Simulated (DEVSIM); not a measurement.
Device: abrupt Si p-n junction, at 300 K.

```csv
layer (left to right),material,thickness (μm),Nd (cm⁻³),Na (cm⁻³),τn (s),τp (s)
1,Si,0.130,-,2e17,1.2e-6,1.2e-6
2,Si,1.00,3.8e14,-,1.2e-6,1.2e-6
```

Left contact: ohmic. Right contact: ohmic. Voltage is applied to the left contact. Recombination: SRH at mid-gap, Auger. Mobility is constant in doping.

This is a model device: material constants are rounded textbook-type values typed into the input, and sizes, dopings and lifetimes were drawn at random. Values at 300 K.

| parameter | Si |
|---|---|
| gap (eV) | 1.124 |
| affinity (eV) | 4.05 |
| permittivity | 11.7 |
| Nc (cm⁻³) | 2.86e19 |
| Nv (cm⁻³) | 3.1e19 |
| μn (cm²/Vs) | 1417 |
| μp (cm²/Vs) | 470 |
| Cn (cm⁶/s) | 2.8e-31 |
| Cp (cm⁶/s) | 9.9e-32 |

DEVSIM, 1D drift-diffusion, Boltzmann statistics, complete ionisation; no tunnelling, impact ionisation, image-force lowering or self-heating.

The doping Nd of layer 2 was swept, all else fixed.

| doping Nd of layer 2 (cm^-3) | dark forward voltage at 100 A/cm² (V) | largest field in the device at zero bias (V/cm) | potential step across the device at zero bias (V) | dark forward voltage at 1 A/cm² (V) |
|---|---|---|---|---|
| 1.1e13 | 0.633 | 25000 | 0.612 | 0.362 |
| 3.8e13 | 0.631 | 25000 | 0.644 | 0.395 |
| 1.1e14 | 0.634 | 25000 | 0.671 | 0.428 |
| 3.8e14 | 0.641 | 25000 | 0.703 | 0.469 |
| 1.1e15 | 0.650 | 27000 | 0.731 | 0.503 |
| 3.8e15 | 0.665 | 34000 | 0.763 | 0.535 |
| 1.1e16 | 0.676 | 50000 | 0.790 | 0.553 |

From the first row to the last the dark forward voltage at 100 A/cm² goes from 0.633 to 0.676. From the first row to the last the largest field in the device at zero bias goes from 25000 to 50000.
